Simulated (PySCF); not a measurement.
PySCF 2.14.0, unrestricted PBE/def2-svp, df: aminoborane anion (BN), charge -1, multiplicity 2, 6 atoms. The geometry is a generated start, not checked to be a minimum at this level.

```json
{
  "task": "energy",
  "method": "pbe",
  "basis": "def2-svp",
  "two_electron_scheme": "density fitting",
  "mol.max_memory": "3000 MB",
  "mf.max_cycle": "100",
  "mf.conv_tol": "1e-09 (default)",
  "mf.grids.level": "3 (default)",
  "basis_functions": "48",
  "grid_points": "67184"
}
```

```xyz
6

B     -0.6857     0.0339    -0.0047
N      0.6896    -0.0334     0.0037
H     -1.3014    -0.9623    -0.0256
H     -1.2011     1.0855     0.0104
H      1.2915     0.7731     0.0228
H      1.2072    -0.8968    -0.0067
```

Charge -1 and multiplicity 2 are set for this test and not shown to be the ground state.

With the defaults (mf.DIIS = CDIIS, mf.level_shift = 0, mf.diis = true, newton = off, mf.init_guess = minao, mf.diis_space = 8) it converges in 12 Fock builds. One run each on 2 threads, 1 BLAS thread, with these changes:
- mf.diis_space = 5
- mf.diis = false
- mf.init_guess = mod_huckel
- mf.level_shift = 0.3 Hartree
- newton = Hessian by the SCF's own integrals
- mf.diis_space = 20
- mf.DIIS = EDIIS
- mf.init_guess = sap
- mf.level_shift = 1 Hartree

Q: Name the settings that don't reach the solution of the defaults.

A: No convergence: mf.DIIS = EDIIS; mf.level_shift = 0.3 Hartree; mf.level_shift = 1 Hartree; mf.diis = false (the run ends without SCF convergence in 100 cycles). The rest reach the solution of the defaults.

```
setting                                      Fock builds             end
-------------------------------------------  -----------  --------------
the defaults                                          12   same solution
mf.init_guess = mod_huckel                            12   same solution
mf.diis_space = 20                                    12   same solution
mf.diis_space = 5                                     13   same solution
mf.init_guess = sap                                   14   same solution
newton = Hessian by the SCF's own integrals           28   same solution
mf.level_shift = 0.3 Hartree                          23  no convergence
mf.level_shift = 1 Hartree                            37  no convergence
mf.DIIS = EDIIS                                      101  no convergence
mf.diis = false                                      101  no convergence
```

Under newton the count holds the products with the orbital Hessian.
